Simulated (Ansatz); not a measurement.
Ansatz (an electronic-structure program) run on La₃Pb (Pm-3m, 4 atoms in the cell): relaxation of cell and atoms.

Method: PBEsol, PAW files made with PBE (plane waves; Ansatz).

```xyz
4
Lattice="5.0337 0.0000 0.0000 0.0000 5.0337 0.0000 0.0000 0.0000 5.0337" Properties=species:S:1:pos:R:3 pbc="T T T"
La     2.5169     2.5169     0.0000
La     0.0000     2.5169     2.5169
La     2.5169     0.0000     2.5169
Pb     0.0000     0.0000     0.0000
```

Reference input (self-consistent single point, DFT, PBEsol, plane waves, PAW files made with PBE): kpoints.mp_grid.grid = 9 9 9; hamiltonian.xc = pbesol; hamiltonian.pseudopotentials = {kind: paw} (an earlier, softer set of the program's PAW files); scf.occupations.method = fermi_dirac; scf.occupations.width = 0.1 eV. This run's input differs from it in these lines:

```diff
@@ -17,2 +17,4 @@
   occupations: { method: fermi_dirac, width: 0.1 }
+relax:
+  cell: {}
 output:
```

The program printed (abridged):

```
   [... SCF lines of the steps left out ...]
relax step   1: F+E_penalty+E_count = -30243.33191924 eV  Δ(F+E_penalty+E_count) = +0.000e0 eV  max|allowed force component| = 6.557e-30 eV/Å  Δτ_max = 0.0000 Å  P = -1.231 GPa  Ω = 127.548 Å³  (8 SCF iters, dr2 threshold 1.00e-7 eV, accepted)
relax step   2: F+E_penalty+E_count = -30243.34579180 eV  Δ(F+E_penalty+E_count) = -1.387e-2 eV  max|allowed force component| = 1.818e-30 eV/Å  Δτ_max = 0.0000 Å  P = +0.237 GPa  Ω = 123.342 Å³  energy of the carried Pulay correction = +2.622e-4 eV  [...]
relax step   3: F+E_penalty+E_count = -30243.34621475 eV  Δ(F+E_penalty+E_count) = -4.229e-4 eV  max|allowed force component| = 1.298e-30 eV/Å  Δτ_max = 0.0000 Å  P = -0.011 GPa  Ω = 124.003 Å³  energy of the carried Pulay correction = +2.204e-4 eV  [...]
relax step   4: F+E_penalty+E_count = -30243.34599713 eV  Δ(F+E_penalty+E_count) = +2.176e-4 eV  max|allowed force component| = 6.944e-31 eV/Å  Δτ_max = 0.0000 Å  P = -0.011 GPa  Ω = 124.003 Å³  stress off target by 1.14e-2 GPa  SCF on the basis [...]
basis re-selected at this cell: Δ(F+E_penalty+E_count) = +2.176e-4 eV, ΔP = -0.000 GPa vs the last step
the relaxation is at rest under the 48 symmetry operations that the run kept from its start: a minimum is not shown …
Stability not checked: this state was not tested for a lower state beside it, because too few of the mixer's solves of this state at the end of the SCF gave a …
Free energy (F): -30243.345997 eV
Internal energy: -30243.184509 eV  (E = F + TS)
   [... lines left out ...]
Fermi energy:    12.648425 eV
  cell:  # Å, volume = 124.0034 Å³
   [... lines left out ...]
    - [-3.5308715647099323e-34, 4.986676330234216, 0.0]
    - [-5.135813185032628e-34, 0.0, 4.986676330234216]
  atoms:
    - { symbol: La, position: [0.5, 0.5, -1.0959998036969265e-36] }
    - { symbol: La, position: [2.3912722989717213e-36, 0.5, 0.5] }
    - { symbol: La, position: [0.5, -8.967271121154446e-37, 0.5] }
    - { symbol: Pb, position: [-7.97090766334295e-37, -1.2952724952781074e-36, 9.963634579089204e-38] }
```

The run converged. 

Summary of the result:
```
Property                                                                                                             Value
-----------------------------------------------  -------------------------------------------------------------------------
Free energy E − TS (on the zero of these files)                                                             -30243.3460 eV
Fermi level (on the code's own zero)                                                                              12.65 eV
Pressure                                                                                                         -0.01 GPa
Final cell                                       a = 4.987 Å, b = 4.987 Å, c = 4.987 Å, α = 90.00°, β = 90.00°, γ = 90.00°
Final volume per atom                                                                                             31.00 Å³
Relaxation steps                                                                                                         4
```

The starting cell comes from a database of computed structures (which also holds hypothetical and non-ambient phases and stackings), without a prior relaxation at this level. Its lattice was rescaled by a random factor within 2.5 % of one. The relaxation keeps the symmetry of its start, so its end need not be a minimum. Ansatz's pressure includes its estimate of the finite-basis (Pulay) stress.

Cost on one core of a shared machine: roughly 90 s.

Keys are those of Ansatz 0.2.
